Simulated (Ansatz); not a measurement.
Consider MgO in the rock salt structure (space group Fm-3m, No. 225; a = 4.214 Å). Axes: x, y, z lie along the cube axes.

The values are results of plane-wave PAW DFT at the PBEsol level (Ansatz, a first-principles code, 420 eV), no SOC, not measurements.

Base values:

| Property | Result |
|---|---|
| Valence-band top at Γ | 0.00, 0.00, 0.00 eV |
| Band gap | 4.62 eV |

The change: a pure shear with ε_xy = ε_yx = 0.0114; the atoms relax in the strained cell.

### Question
Estimate the effect on the valence-band top at Γ, energy relative to the base, stress and band gap.

### Answer
The valence-band top at Γ (three highest levels, from the VBM) becomes 0.00, -0.09, -0.17 eV (base: 0.00, 0.00, 0.00 eV); the energy increases by 2.2 meV/atom; the stress (xx, yy, zz, yz, xz, xy; compression positive) amounts to (0.07, 0.07, -0.04, 0.00, 0.00, -3.29) GPa; the band gap falls by 0.09 eV to 4.53 eV.

No phonon test of stability was made.
